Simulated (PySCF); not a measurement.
PySCF 2.14.0, HF/def2-svp, df: Mo(NMe)(S)(OMe)(OSiH3) (C[N]=[Mo](=[S])([O]C)[O][SiH3]), 17 atoms. The geometry is a generated start, not checked to be a minimum at this level.

- task = energy
- method = hf
- basis = def2-svp
- two-electron scheme = density fitting
- mol.max_memory = 3000 MB
- mf.max_cycle = 100
- mf.conv_tol = 1e-09 (default)
- effective core potentials = those of the basis set, past Kr
- basis functions = 182

```xyz
17

Mo     0.2586     0.1558     0.4699
N     -1.4527    -0.0789     0.3058
C     -2.8468    -0.2877     0.3965
H     -3.1556    -1.1557    -0.1982
H     -3.1270    -0.4681     1.4437
H     -3.3941     0.5905     0.0373
S      0.5596     1.0572     2.4103
O      1.1733    -1.3472     0.5073
C      1.6095    -2.6492     0.6981
H      1.6561    -3.1775    -0.2656
H      2.6100    -2.6484     1.1541
H      0.9078    -3.1730     1.3655
O      0.7596     1.4350    -0.7301
Si     1.0497     2.6923    -1.7029
H      0.2433     2.4934    -2.9193
H      2.4890     2.6654    -2.0180
H      0.6597     3.8960    -0.9543
```

Charge 0 and multiplicity 1 are set for this test and not shown to be the ground state.

With the defaults (mf.diis = true, mf.diis_damp = 0, mf.DIIS = CDIIS, mf.init_guess = minao, mf.diis_space = 8, mf.level_shift = 0) it converges in 18 Fock builds. One run each on 2 threads, 1 BLAS thread, with these changes:
- mf.diis_space = 5
- mf.init_guess = 1e
- mf.DIIS = EDIIS
- mf.DIIS = ADIIS
- mf.diis = false
- mf.diis_damp = 0.3
- mf.init_guess = mod_huckel
- mf.init_guess = atom
- mf.level_shift = 1 Hartree

Which of these changes keep the SCF from converging, or lead it to another solution?

No convergence: mf.diis = false (the run ends without SCF convergence in 100 cycles). The rest reach the solution of the defaults.

| setting | Fock builds | end |
|---|---|---|
| the defaults | 18 | same solution |
| mf.diis_damp = 0.3 | 18 | same solution |
| mf.init_guess = atom | 19 | same solution |
| mf.diis_space = 5 | 20 | same solution |
| mf.init_guess = mod_huckel | 20 | same solution |
| mf.init_guess = 1e | 26 | same solution |
| mf.DIIS = ADIIS | 29 | same solution |
| mf.level_shift = 1 Hartree | 33 | same solution |
| mf.DIIS = EDIIS | 69 | same solution |
| mf.diis = false | 101 | no convergence |
